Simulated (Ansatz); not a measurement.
Take InSe in the beta-GaS type structure (space group P6_3/mmc, No. 194; layered, stacked along the Cartesian z axis) as the base.

```xyz
8
Lattice="4.0162 0.0000 0.0000 -2.0081 3.4782 0.0000 0.0000 0.0000 16.9265" Properties=species:S:1:pos:R:3 pbc="T T T"
In     0.0000     2.3188    11.3018
In     2.0081     1.1594     2.8386
In     2.0081     1.1594     5.6247
In     0.0000     2.3188    14.0879
Se     0.0000     2.3188     1.5695
Se     2.0081     1.1594    10.0327
Se     2.0081     1.1594    15.3570
Se     0.0000     2.3188     6.8938
```

Cartesian axes are those of the cell as printed.

All numbers come from Ansatz (a first-principles code) r2SCAN+rVV10, no spin-orbit coupling, earlier PAW set.

It is then changed as follows: uniaxial strain ε_zz = −3.67 %, all other strain components held at zero; the atoms relax in the strained cell.

**Question.** Predict the stress tensor and what it implies for the stiffness.

**Answer.** Stress of the strained cell less that of the base (GPa, compression positive):
```
   0.63    0.00    0.00
   0.00    0.63    0.00
   0.00    0.00    1.80
```

Then −Δσ_ii/ε with ε = -0.0367 gives secant stiffness values (nonlinear terms included at this strain): C33 ≈ 49 GPa, C13 ≈ 17 GPa and C23 ≈ 17 GPa.

As a check, the harmonic strain energy −½ V₀ Δσ:ε is 6.1 meV/atom; the computed energy rise is 5.5 meV/atom.

Stability against distortions was not tested.
